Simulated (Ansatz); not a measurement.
System: Si3N4 (P6₃/m, No. 176). Method: PBE-D3(BJ) in Ansatz (PAW).

Numerical settings: plane-wave cutoff 500 eV, 6×6×14 k mesh (along the axes of the cell as run), Fermi–Dirac smearing 0.05 eV, scalar-relativistic PAW data made under PBE.

Cell (relaxed at this level):

Space group P6₃/m (No. 176); a = 7.620 Å, b = 7.620 Å, c = 2.911 Å, α = 90.00°, β = 90.00°, γ = 120.00°

```tsv
atom	site	symmetry	x	y	z
Si	6h	m..	0.4062	0.2321	0.2500
N	2d	-6..	0.6667	0.3333	0.2500
N	6h	m..	0.0299	0.3300	0.2500
```

Predict the band gap.


band gap: 4.32 eV (on the SCF k mesh)

Static lattice: no zero-point or thermal effects.

Ansatz is a program for electronic structure.
